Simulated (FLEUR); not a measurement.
Worked example: self-consistent single point of P (Cmce, 4 atoms in the cell) in FLEUR.

Method: FLEUR with PBE, all-electron FLAPW (FLEUR), scalar-relativistic valence.

The change in words: lattice scaled by 0.98. Reference geometry:
```xyz
4
Lattice="1.6476 -5.4645 0.0000 1.6476 5.4645 0.0000 0.0000 0.0000 4.5432" Properties=species:S:1:pos:R:3 pbc="T T T"
P      1.6476     1.0477     4.1397
P      1.6476    -1.0477     0.4035
P      1.6476     4.4168     1.8681
P      1.6476    -4.4168     2.6751
```

Reference input (self-consistent single point, DFT, PBE, all-electron FLAPW (FLEUR), scalar-relativistic valence): Kmax = 4.1 1/bohr; GmaxXC = 16.4 1/bohr; xcFunctional = pbe; jspins = 1; l_soc = F; mode = gauss; fermiSmearingEnergy = 0.00499791 Htr; mesh (inpgen div1-3) = 8 8 6; inpgen gamma flag = true; Gmax = 16.4 1/bohr; numbands = 0; maxIterBroyd = 15. This run's input differs from it in these lines:

```diff
@@ -3,6 +3,6 @@
 &input film=f /
-0.2886708573 -0.9574283974 0.0000000000
-0.2886708573 0.9574283974 0.0000000000
-0.0000000000 0.0000000000 0.7960071119
-10.7855534763
+0.2886707987 -0.9574284151 0.0000000000
+0.2886707987 0.9574284151 0.0000000000
+0.0000000000 0.0000000000 0.7960070974
+10.5698419353
 1.0 1.0 1.0
@@ -45,5 +45,5 @@
          <bravaisMatrix>
-            <row-1>    3.1134749684585166   -10.3263951798859086     0.0000000000000000</row-1>
-            <row-2>    3.1134749684585166    10.3263951798859086     0.0000000000000000</row-2>
-            <row-3>    0.0000000000000000     0.0000000000000000     8.5853772729125684</row-3>
+            <row-1>    3.0512047135958045   -10.1198670119717953     0.0000000000000000</row-1>
+            <row-2>    3.0512047135958045    10.1198670119717953     0.0000000000000000</row-2>
+            <row-3>    0.0000000000000000     0.0000000000000000     8.4136691988949508</row-3>
          </bravaisMatrix>
```

The program printed (abridged):

```
 Iteration:     1   Distance:       8.49095456 me/bohr^3
 Iteration:     2   Distance:       7.96260298 me/bohr^3
 Iteration:     3   Distance:       2.81148272 me/bohr^3
 Iteration:     4   Distance:       0.89714464 me/bohr^3
 Iteration:     5   Distance:       0.75649572 me/bohr^3
   [... 5 lines left out ...]
 Iteration:    11   Distance:       0.00038956 me/bohr^3
 Iteration:    12   Distance:       0.00037514 me/bohr^3
 Iteration:    13   Distance:       0.00003294 me/bohr^3
 Iteration:    14   Distance:       0.00000387 me/bohr^3
 Reset of history
 Run finished successfully
 Stop message:
   Structural relaxation: new displacements generated

[file out, last iteration]
             iter=     15
[...]
          total density-effective poten   -2.1294382140E+03
          total charge density-energy d   -9.2877572241E+01
 Updated energy parameters for spin:           1
[...]
 fermi energy and band-weighting factors:

[...]
FERMIE:
          first approx. to ef    (T=0)  :   0.269883 htr   (energy of the highest occ. eigenvalue)
          number of occ. states  (T=0)  :        840
          first approx. to seigv (T=0)  :   0.183894 htr
          sum of weights of occ. states :  10.000000
          sum of semicore charge        :   0.000000 e
          fermi energy=   0.27079 har   work function=  -7.36862 ev
          number of valence electrons=  20.00000
   [... lines left out ...]
          total moment                 =     0.00000
 Direct bandgap for spin            1 :    1.6720099320424620E-002  Htr
   [... lines left out ...]
 ---->    (input%tkb*entropy) TS=              0.0000000000 htr
 ---->    free energy=                     -1368.3903993896 htr
      extrapolation for T->0
 ---->    total electron energy=           -1368.3903993896 htr
 ***** TOTAL FORCES ON ATOMS *****
 TOTAL FORCE FOR ATOM TYPE=  1  X=  0.000   Y= -8.180   Z= -0.747
                       FX_TOT= 0.000000 FY_TOT= 0.011980 FZ_TOT= 0.013137
```

The run converged in 14 iterations. FLEUR gives forces in its relaxation mode, with a further iteration, so its stop message speaks of a relaxation. Against the reference run the total energy rises by 35.2 meV/atom and the largest force goes from 0.350 to 0.914 eV/Å.

The starting cell comes from a database of computed structures (which also holds hypothetical and non-ambient phases and stackings), without a prior relaxation at this level. Its lattice was rescaled by a random factor within 2.5 % of one. For this run, on top of that: lattice scaled by 0.98. Values depend on the basis (sphere radii, cutoffs, local orbitals), which need not be converged. The log's line on a gap gives a spacing of levels on this mesh, which the program prints for metals too.

Cost on one core of a shared machine: roughly 2 min.
